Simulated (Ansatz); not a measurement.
Start from PbS in the rock salt structure (space group Fm-3m, No. 225; a = 5.9027 Å).

Structures relaxed with Ansatz (a program for electronic structure) PBEsol, scalar-relativistic without spin-orbit coupling.

Base:

Simulated powder pattern, Cu Kα1, λ = 1.54056 Å (kinematic, ideal powder, no thermal factors, no anomalous dispersion; the 10 strongest lines at most, above 2 %, up to 2θ = 90°):

```
2θ (°)  I/Imax (%)    hkl
------  ----------  -----
26.13           97  (111)
30.26          100  (200)
43.32           75  (220)
51.29           51  (311)
53.75           27  (222)
62.93           13  (400)
69.34           21  (331)
71.41           35  (420)
79.48           27  (422)
85.39           17  (511)
```

After one change:

Simulated powder pattern, Cu Kα1, λ = 1.54056 Å (kinematic, ideal powder, no thermal factors, no anomalous dispersion; the 10 strongest lines at most, above 2 %, up to 2θ = 90°):

```tsv
2θ (°)	I/Imax (%)
26.54	97
30.74	100
44.02	75
52.14	51
54.65	27
64.01	13
70.56	21
72.68	35
80.95	27
87.03	17
```

### Question
Which change produced these results?
(A) pressure 0.3 GPa
(B) pressure 3 GPa
(C) pressure 1.5 GPa
(D) pressure 0.7 GPa

### Answer
B, pressure 3 GPa. Its volume per atom is 24.56 Å³ against 25.71 Å³, and its space group is Fm-3m (No. 225).

Load acts through the strain it causes; cell and atoms are relaxed under it. No phonon test of stability was made. The final runs are not spin-polarised.
